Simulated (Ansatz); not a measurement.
## A computed series for SnO2: response to strain

The reference is SnO2 in the rutile structure (space group P4_2/mnm, No. 136; a = 4.7685 Å, c = 3.2114 Å). Axes: x, y, z lie along a, b, c of the conventional cell.

Strains are applied to the cell and any free atomic positions relax; under stress the whole cell relaxes.

Method: Ansatz (a first-principles code) PBEsol, no spin-orbit coupling, earlier PAW set.

Notes on the quantities. energy relative to the base: free energy F.

```json
[
 {"case": "base", "energy relative to the base": "0 meV/atom", "shortest interatomic distance": "3.903 bohr"},
 {"case": "isotropic strain +3.67 %", "energy relative to the base": "+78 meV/atom", "shortest interatomic distance": "4.030 bohr"},
 {"case": "uniaxial strain ε_zz = −0.67 %", "energy relative to the base": "+0.7 meV/atom", "shortest interatomic distance": "3.898 bohr"},
 {"case": "uniaxial strain ε_zz = +3.48 %", "energy relative to the base": "___", "shortest interatomic distance": "3.919 bohr"},
 {"case": "tensor shear ε_yz = +3.83 %", "energy relative to the base": "+20 meV/atom", "shortest interatomic distance": "___"},
 {"case": "uniaxial stress, 3 GPa tension along z", "energy relative to the base": "___", "shortest interatomic distance": "3.893 bohr"}
]
```

Question: Some entries are withheld; estimate them.

Answer: 
- uniaxial strain ε_zz = +3.48 %, energy relative to the base: +17 meV/atom
- tensor shear ε_yz = +3.83 %, shortest interatomic distance: 3.857 bohr
- uniaxial stress, 3 GPa tension along z, energy relative to the base: +1.2 meV/atom

Stability under load was not tested beyond the relaxation. All final runs are without spin polarisation.
